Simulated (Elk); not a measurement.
## A self-consistent single point of LaGa3Pd2 (P6/mmm, 6 atoms in the cell) with Elk

Computed with PBEsol, all-electron FP-LAPW, Elk's shipped species files, APW+lo basis with extra local orbitals in Elk 10.2.4.

Input as run:

```
tasks
  0

xctype
  22

rgkmax
  8.0

gmaxvr
  16.0

nxlo
  2

lorbcnd
  .true.

rmtscf
  0.94

lmaxi
  2

stype
  0

swidth
  0.00183747

scale
  1.889726125

avec
    5.4436799018    0.0000000228    0.0000000000
   -2.7218399706    4.7143650736    0.0000000000
    0.0000000000    0.0000000000    4.2902100000

sppath
  './'

atoms
  3   : nspecies
  'La.in'   : spfname
  1   : natoms; atposl, bfcmt below
  0.0000000000  0.0000000000  0.0000000000    0.0 0.0 0.0
  'Ga.in'   : spfname
  3   : natoms; atposl, bfcmt below
  0.5000000000  0.0000000000  0.5000000000    0.0 0.0 0.0
  0.5000000000  0.5000000000  0.5000000000    0.0 0.0 0.0
  0.0000000000  0.5000000000  0.5000000000    0.0 0.0 0.0
  'Pd.in'   : spfname
  2   : natoms; atposl, bfcmt below
  0.6666666667  0.3333333333  0.0000000000    0.0 0.0 0.0
  0.3333333333  0.6666666667  0.0000000000    0.0 0.0 0.0

ngridk
  6 6 7
```

Output (repeated stretches shortened):

```
│ Elk code version 10.2.4 │

All units are atomic (Hartree, Bohr, etc.)

│ Ground-state run starting from atomic densities │

Lattice vectors :
   10.28706413      0.4308575565E-07   0.000000000
  -5.143532101       8.908858842       0.000000000
   0.000000000       0.000000000       8.107321919

Unit cell volume      :    743.0036442
Brillouin zone volume :   0.3338479096

Muffin-tin inner radius fraction :   0.1000000000E-01

Nuclei treated as point charges

Species :    1 (La)
 parameters loaded from : La.in
 name : lanthanum
 nuclear charge    :   -57.00000000
 electronic charge :    57.00000000
 atomic mass :    253209.2364
 muffin-tin radius :    2.632000000
 number of radial points in muffin-tin :    697
 atomic positions (lattice), magnetic fields (Cartesian) :
   1 :   0.00000000  0.00000000  0.00000000    0.00000000  0.00000000  0.00000000

Species :    2 (Ga)
 parameters loaded from : Ga.in
 name : gallium
 nuclear charge    :   -31.00000000
 electronic charge :    31.00000000
 atomic mass :    127097.2538
 muffin-tin radius :    2.256000000
 number of radial points in muffin-tin :    497
 atomic positions (lattice), magnetic fields (Cartesian) :
   1 :   0.50000000  0.00000000  0.50000000    0.00000000  0.00000000  0.00000000
   2 :   0.50000000  0.50000000  0.50000000    0.00000000  0.00000000  0.00000000
   3 :   0.00000000  0.50000000  0.50000000    0.00000000  0.00000000  0.00000000

Species :    3 (Pd)
 parameters loaded from : Pd.in
 name : palladium
 nuclear charge    :   -46.00000000
 electronic charge :    46.00000000
 atomic mass :    193991.7925
 muffin-tin radius :    2.444000000
 number of radial points in muffin-tin :    497
 atomic positions (lattice), magnetic fields (Cartesian) :
   1 :  -0.33333333  0.33333333  0.00000000    0.00000000  0.00000000  0.00000000
   2 :   0.33333333 -0.33333333  0.00000000    0.00000000  0.00000000  0.00000000

   [... lines left out ...]
Maximum |G| for potential and density :    16.00000000
 potential will be trimmed for |G| > 2 gkmax
Constant for pseudocharge density :   11
Radial integration step length :    4

G-vector grid sizes :     54    54    42
Number of G-vectors :    51395

Maximum angular momentum used for
 APW functions                      :    8
 outer part of muffin-tin           :    6
 inner part of muffin-tin           :    2

Total nuclear charge    :   -242.0000000
Total core charge       :    156.0000000
Total valence charge    :    86.00000000
Total excess charge     :    0.000000000
Total electronic charge :    242.0000000

Effective Wigner radius, rₛ :   0.9016313203

Number of empty states         :   24
Total number of valence states :   67
Total number of core states    :  156

Conduction state local-orbitals added automatically
Total number of local-orbitals :  481

Exchange-correlation functional :     22     0     0
 PBEsol, Phys. Rev. Lett. 100, 136406 (2008)
 gradient requirement :    1
 generalised gradient approximation (GGA)

Smearing type :    0
 Gaussian
Smearing width :   0.1837470000E-02
Effective electronic temperature (K) :    580.2271348

Mixing type :    3
 Broyden mixing, J. Phys. A: Math. Gen. 17, L317 (1984)

Kohn-Sham potential initialised from atomic data
│ Self-consistent loop started │
│ Loop number : 1 │
 total energy                :     -24368.1701191
│ Loop number : 2 │
 total energy                :     -24371.0344542
RMS change in Kohn-Sham potential (target) :   0.5377793325     (  0.1000000000E-05)
Absolute change in total energy (target)   :    2.864335134     (  0.1000000000E-03)
│ Loop number : 3 │
 total energy                :     -24387.1838253
RMS change in Kohn-Sham potential (target) :   0.4766589667     (  0.1000000000E-05)
Absolute change in total energy (target)   :    16.86545490     (  0.1000000000E-03)
│ Loop number : 4 │
 total energy                :     -24400.0507768
RMS change in Kohn-Sham potential (target) :   0.3143798157     (  0.1000000000E-05)
Absolute change in total energy (target)   :    17.08331517     (  0.1000000000E-03)
│ Loop number : 5 │
 total energy                :     -24405.5144351
RMS change in Kohn-Sham potential (target) :   0.2262897672     (  0.1000000000E-05)
Absolute change in total energy (target)   :    9.734487095     (  0.1000000000E-03)
   [... lines left out ...]
Absolute change in total energy (target)   :   0.5060764561E-02 (  0.1000000000E-03)
│ Loop number : 14 │
 total energy                :     -24412.0633360
RMS change in Kohn-Sham potential (target) :   0.2852817410E-04 (  0.1000000000E-05)
Absolute change in total energy (target)   :   0.3621890013E-02 (  0.1000000000E-03)
│ Loop number : 15 │
 total energy                :     -24412.0618125
RMS change in Kohn-Sham potential (target) :   0.5251050145E-05 (  0.1000000000E-05)
Absolute change in total energy (target)   :   0.2428921933E-02 (  0.1000000000E-03)
│ Loop number : 16 │
 total energy                :     -24412.0621836
RMS change in Kohn-Sham potential (target) :   0.1517196343E-05 (  0.1000000000E-05)
Absolute change in total energy (target)   :   0.2360923536E-03 (  0.1000000000E-03)
│ Loop number : 17 │
 total energy                :     -24412.0621837
RMS change in Kohn-Sham potential (target) :   0.5273078995E-06 (  0.1000000000E-05)
Absolute change in total energy (target)   :   0.5900815086E-04 (  0.1000000000E-03)
Convergence targets achieved

│ Loop number : 18 │

Energies :
 Fermi                       :     0.332885020414
 sum of eigenvalues          :     -14599.4915846
 electron kinetic            :      25566.3173405
 core electron kinetic       :      24762.8642657
 Coulomb                     :     -49271.0670219
 Coulomb potential           :     -39236.9304965
 nuclear-nuclear             :     -2352.31102395
 electron-nuclear            :     -54600.5814994
 Hartree                     :      7681.82550143
 Madelung                    :     -29652.6017736
 xc potential                :     -928.878428589
 exchange                    :     -693.151882416
 correlation                 :     -14.1605387468
 total energy                :     -24412.0621025

Density of states at Fermi energy :    12.38156702
 (states/Hartree/unit cell)

Estimated indirect band gap :   0.6140862093E-02
 from k-point      7 to k-point     14
Estimated direct band gap   :   0.6804413207E-02
 at k-point     14

Charges :
 core                        :    156.0000000
 valence                     :    86.00000000
 interstitial                :    10.06395139
 muffin-tins (core leakage)
  species :    1 (La)
   atom    1                 :    54.19649145     (  0.5517803914E-03)
  species :    2 (Ga)
   atom    1                 :    29.38861475     (  0.1616581638E-02)
   atom    2                 :    29.38861475     (  0.1616581638E-02)
   atom    3                 :    29.38861475     (  0.1616581638E-02)
  species :    3 (Pd)
   atom    1                 :    44.78685646     (  0.1744696476E-07)
   atom    2                 :    44.78685646     (  0.1744696476E-07)
 total in muffin-tins        :    231.9360486
 total calculated charge     :    242.0014116
 total charge                :    242.0000000
 error                       :   0.1411574915E-02

│ Self-consistent loop stopped │
```

The run converged in 18 iterations. The count includes the last loop, which Elk runs after its targets are met.

The starting cell comes from a database of computed structures (which also holds hypothetical and non-ambient phases and stackings), without a prior relaxation at this level. Spin polarisation is off. Values depend on the basis (sphere radii, cutoffs, local orbitals), which need not be converged. The log's line on a gap gives a spacing of levels on this mesh, which the program prints for metals too.

Cost on one core of a shared machine: roughly 3 min.
